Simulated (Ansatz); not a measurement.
This concerns the formation energy of Zr_Mo in Mo (bcc, Im-3m). Reaction: Zr (hcp) + 63 Mo (bcc) → cell A.

Cell A: a supercell of 64 sites of Mo (bcc, Im-3m) with Zr on a Mo site (8 Mo at 2.78 Å); spin state with PBE: run without spin, k-point mesh 4×4×4.
```xyz
64
Lattice="10.9503 0.0000 0.0000 -3.6501 10.3241 0.0000 -3.6501 -5.1620 8.9409" Properties=species:S:1:pos:R:3 pbc="T T T"
Mo     0.0000     0.0000     0.0000
Mo    -0.9166    -1.2963     2.2350
Mo     9.1253    -2.5810     4.4705
Mo    -2.7335    -3.8657     6.7059
Mo    -0.9166     2.5837    -0.0052
Mo    -1.8312     1.2883     2.2315
Mo     8.2084    -0.0057     4.4705
Mo    -3.6501    -1.2905     6.7057
Mo    -1.8251     5.1620     0.0000
Mo     8.2084     3.8744     2.2303
Mo     7.3002     2.5810     4.4705
Mo    -4.5583     1.2877     6.7106
Mo     8.2169     7.7404     0.0052
Mo     7.3002     6.4525     2.2352
Mo     6.3920     5.1677     4.4705
Mo     5.4813     3.8737     6.7094
Mo     2.7415    -0.0030    -0.0052
Mo     1.8251    -1.2970     2.2315
Mo     0.9086    -2.5870     4.4705
Mo     0.0000    -3.8715     6.7057
Mo     1.8251     2.5810    -0.0075
Mo     0.8973     1.2689     2.1979
Mo    -0.0103    -0.0145     4.4705
Mo    -0.9166    -1.2963     6.7059
Mo     0.9086     5.1650    -0.0052
Mo    -0.0103     3.8788     2.2227
Mo    -0.9583     2.5810     4.4705
Mo    -1.8312     1.2883     6.7094
Mo     0.0000     7.7430     0.0000
Mo    -0.9166     6.4557     2.2303
Mo    -1.8312     5.1664     4.4705
Mo    -2.7419     3.8744     6.7106
Mo     5.4752     0.0000     0.0000
Mo     4.5668    -1.2936     2.2303
Mo     3.6501    -2.5810     4.4705
Mo     2.7335    -3.8684     6.7106
Mo     4.5668     2.5783    -0.0052
Mo     3.6604     1.2833     2.2227
Mo     2.7528    -0.0431     4.4705
Mo     1.8251    -1.2970     6.7094
Mo     3.6501     5.1620     0.0000
Mo     2.7528     3.8931     2.1979
Zr     1.8251     2.5810     4.4705
Mo     0.8973     1.2689     6.7430
Mo     2.7335     7.7457     0.0052
Mo     1.8251     6.4591     2.2315
Mo     0.8973     5.2052     4.4705
Mo    -0.0103     3.8788     6.7182
Mo     8.2088     0.0030     0.0052
Mo     7.3002    -1.2905     2.2352
Mo     6.3916    -2.5750     4.4705
Mo     5.4752    -3.8650     6.7094
Mo     7.3002     2.5810     0.0000
Mo     6.3920     1.2877     2.2303
Mo     5.4813    -0.0043     4.4705
Mo     4.5668    -1.2936     6.7106
Mo     6.3916     5.1590     0.0052
Mo     5.4813     3.8737     2.2315
Mo     4.6084     2.5810     4.4705
Mo     3.6604     1.2833     6.7182
Mo     5.4752     7.7430     0.0075
Mo     4.5668     6.4584     2.2350
Mo     3.6604     5.1765     4.4705
Mo     2.7528     3.8931     6.7430
```

Reference: Zr (hcp, P6₃/mmc), 2 atoms in the cell, k-point mesh 24×24×12 on the run's own vectors. Conventional cell: a = 3.2306 Å, b = 3.2306 Å, c = 5.1778 Å, α = 90.00°, β = 90.00°, γ = 120.00°.

Reference: Mo (bcc, Im-3m), 64 atoms in the cell, the relaxed perfect crystal repeated, atoms not moved again; spin state with PBE: run without spin, k-point mesh 4×4×4 on the run's own vectors.

Computed with Ansatz (plane waves, PAW), its default PAW set, cutoff 420 eV, 500 eV for r2SCAN. The structures are at rest with PBE, within the held lattices; other levels are single points on them. Neutral cells; Fermi-Dirac smearing of at most 0.10 eV in the solids, energies taken to zero width. The lattices are those relaxed with PBE, so at other levels the solids can be strained, which adds to the spread. Larger cells are relaxed from a start prepared with the learned potential CHGNet, on a coarser mesh till forces fall under 0.03 eV/Å, which some starts already meet. A dispersion term (D3(BJ), or D4 for r2SCAN) was computed beside these levels and is taken off wherever the name lacks it. No zero-point or thermal terms. No structure search was made; lower ones may exist. Values are for these cell sizes. Mesh and cell size may move defect energies by 0.1 eV or more. Cell A has symmetry Im-3m within 0.02 Å and got no random move, so less symmetric positions, which may lie lower, weren't tried.

### Question
What value does PBE give?

### Answer
-0.07 eV, for Zr (hcp) + 63 Mo (bcc) → cell A.

### Question
How does the value move with the functional?

### Answer
| Level | value (eV) | less PBE |
|---|---|---|
| r2SCAN | -0.08 | -0.01 |

The levels shown span only 0.01 eV, too little to tell them apart.

Ansatz is a program for electronic structure.
